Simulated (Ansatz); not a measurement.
System: interstitial As in zinc-blende BAs (charge state -1). Method: PBE, PAW (plane waves to 420 eV; Ansatz, a program for electronic structure).

Cell of 64 host sites held at the relaxed PBE lattice; one k-point at (0.250, 0.250, 0.250); Fermi-Dirac width 0.01 eV, spin-restricted; finite-size errors left in. No zero-point or tunnelling terms. The charge state is imposed; whether it is stable for some Fermi level was not computed. Sites that were not tried may lie lower.

Barriers: single points on a 2×2×2 k-point mesh shifted by half a step at the bands' geometries.

The step: a concerted move, in which As travels most (a rearrangement that moves the defect's centre by under 1 Å). Atoms about the jump, Cartesian Å from the middle of the jump, before and after:

```json
[
 {"atom": "As1", "x0": "-0.31", "y0": "0.31", "z0": "0.00", "x1": "0.31", "y1": "-0.31", "z1": "0.00"},
 {"atom": "B2", "x0": "-0.72", "y0": "-0.60", "z0": "1.70", "x1": "-0.60", "y1": "-0.72", "z1": "1.70"},
 {"atom": "As3", "x0": "1.73", "y0": "1.13", "z0": "-0.06", "x1": "1.13", "y1": "1.73", "z1": "-0.07"},
 {"atom": "B4", "x0": "2.27", "y0": "-0.58", "z0": "-0.96", "x1": "2.03", "y1": "-0.80", "z1": "-0.95"},
 {"atom": "B5", "x0": "-0.80", "y0": "2.03", "z0": "-0.95", "x1": "-0.58", "y1": "2.27", "z1": "-0.96"},
 {"atom": "As6", "x0": "-1.81", "y0": "-1.81", "z0": "0.39", "x1": "-1.81", "y1": "-1.81", "z1": "0.39"},
 {"atom": "As7", "x0": "-1.83", "y0": "0.75", "z0": "-2.19", "x1": "-1.62", "y1": "0.73", "z1": "-1.99"},
 {"atom": "As8", "x0": "0.74", "y0": "-1.62", "z0": "-1.99", "x1": "0.75", "y1": "-1.83", "z1": "-2.19"},
 {"atom": "B9", "x0": "-2.92", "y0": "-0.50", "z0": "-0.87", "x1": "-2.88", "y1": "-0.48", "z1": "-0.82"},
 {"atom": "B10", "x0": "-0.48", "y0": "-2.88", "z0": "-0.82", "x1": "-0.50", "y1": "-2.93", "z1": "-0.87"},
 {"atom": "As11", "x0": "-1.75", "y0": "0.72", "z0": "2.81", "x1": "-1.67", "y1": "0.70", "z1": "2.74"},
 {"atom": "As12", "x0": "0.71", "y0": "-1.67", "z0": "2.74", "x1": "0.72", "y1": "-1.75", "z1": "2.81"},
 {"atom": "B13", "x0": "-0.48", "y0": "-0.45", "z0": "-3.25", "x1": "-0.45", "y1": "-0.49", "z1": "-3.25"},
 {"atom": "B14", "x0": "2.16", "y0": "2.02", "z0": "1.66", "x1": "2.03", "y1": "2.15", "z1": "1.66"},
 {"atom": "As15", "x0": "-1.78", "y0": "3.19", "z0": "0.35", "x1": "-1.75", "y1": "3.22", "z1": "0.35"},
 {"atom": "As16", "x0": "3.22", "y0": "-1.75", "z0": "0.35", "x1": "3.19", "y1": "-1.78", "z1": "0.35"},
 {"atom": "B17", "x0": "-2.91", "y0": "1.94", "z0": "1.57", "x1": "-2.87", "y1": "1.92", "z1": "1.54"},
 {"atom": "B18", "x0": "1.92", "y0": "-2.87", "z0": "1.54", "x1": "1.94", "y1": "-2.91", "z1": "1.57"}
]
```

### Question
Where do these atoms stand at the saddle point, and how high is it?

### Answer

| atom | x | y | z |
|---|---|---|---|
| As1 | -0.17 | -0.18 | 0.10 |
| B2 | -0.74 | -0.74 | 1.83 |
| As3 | 1.41 | 1.41 | -0.10 |
| B4 | 2.03 | -0.44 | -0.94 |
| B5 | -0.44 | 2.03 | -0.94 |
| As6 | -1.89 | -1.89 | 0.42 |
| As7 | -1.68 | 0.74 | -2.08 |
| As8 | 0.74 | -1.68 | -2.08 |
| B9 | -2.90 | -0.50 | -0.83 |
| B10 | -0.50 | -2.90 | -0.83 |
| As11 | -1.74 | 0.69 | 2.81 |
| As12 | 0.69 | -1.74 | 2.81 |
| B13 | -0.47 | -0.47 | -3.27 |
| B14 | 2.09 | 2.09 | 1.64 |
| As15 | -1.65 | 3.11 | 0.34 |
| As16 | 3.11 | -1.65 | 0.34 |
| B17 | -2.86 | 1.91 | 1.54 |
| B18 | 1.91 | -2.86 | 1.54 |
It lies 0.81 eV above the start and 0.81 eV above the end. The saddle point's order was not checked, and it lies on a symmetry element of the cell, where a band can be held.
